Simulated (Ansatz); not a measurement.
**SnTe: carrier doping**

Start from SnTe in the rock salt structure (space group Fm-3m, No. 225; a = 6.371 Å).

Carriers are added at fixed cell with a uniform background; the Fermi–Dirac width is that of 300 K.

Calculations: r2SCAN/PAW in Ansatz (an electronic-structure program), scalar-relativistic without spin-orbit coupling, earlier PAW set.

Notes on the quantities. Fermi level from band edge: Fermi level relative to the doped band's edge (positive inside the band; to 0.05 eV).

```tsv
variant	Fermi level from band edge	gap between the host's bands
undoped	–	0.13 eV
electrons 1.0×10^21 cm⁻³	+0.25 eV	0.12 eV
electrons 3.0×10^21 cm⁻³	+0.40 eV	0.10 eV
holes 1.0×10^21 cm⁻³	?	0.14 eV
holes 3.0×10^21 cm⁻³	+0.80 eV	0.16 eV
```

Q: Complete the table.

A: 
- holes 1.0×10^21 cm⁻³, Fermi level from band edge: +0.60 eV

Carriers are added with a uniform compensating background; total energy and stress of such cells depend on the potential's zero and are not compared; many-body gap narrowing is missing at this level. With Te present, leaving out spin-orbit coupling can change the band edges. No phonon test of stability was made. The zero or small gap of SnTe can change with the level of theory.
